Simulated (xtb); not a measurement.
xtb 6.7.1, GFN1-xTB: [CH2][Se]C, charge 0, multiplicity 2, 8 atoms. The geometry is a generated start, not checked to be a minimum at this level.

| Item | Value |
|---|---|
| method | GFN1-xTB |
| --acc | 1 (default) |
| --etemp (K) | 300 (default) |
| detailed input (--input) | none: ANC optimiser, Lindh (1995) Hessian, microcycle=20, maxdispl=1.0, hlow=0.01 (default) |
| basis functions | 28 |
| valence electrons | 19 |

```xyz
8

C      1.5729    -0.2752     0.1074
Se     0.0864    -0.4984     1.1509
C     -1.2539     0.1147    -0.1310
H      2.5113    -0.5353     0.5620
H      1.5653     0.5279    -0.6092
H     -1.1667     1.1931    -0.2538
H     -1.0774    -0.3915    -1.0784
H     -2.2379    -0.1352     0.2521
```

Charge 0 and multiplicity 2 are set for this test and not shown to be the ground state. GFN-xTB has no spin term: --uhf 1 sets the occupations alone.

The structure is relaxed from this start with --opt LEVEL for the levels crude, sloppy, loose, lax, normal, tight, vtight, extreme, once each. Up to the end of the extreme run atoms move by at most 0.17 Å along an axis.

Choose the cheapest level whose final energy lies within 1 meV of that of extreme.

loose: 6 cycles against 20, ending 0.46 meV above.

| level | cycles | energy above the extreme run (meV) | gradient norm (eV/Å) |
|---|---|---|---|
| crude | 3 | 4.8 | 0.29 |
| sloppy | 4 | 2.9 | 0.13 |
| loose | 6 | 0.46 | 0.089 |
| lax | 7 | 0.21 | 0.049 |
| normal | 9 | 0.064 | 0.027 |
| tight | 10 | 0.039 | 0.017 |
| vtight | 13 | 0.021 | 0.0055 |
| extreme | 20 | — | 0.0012 |
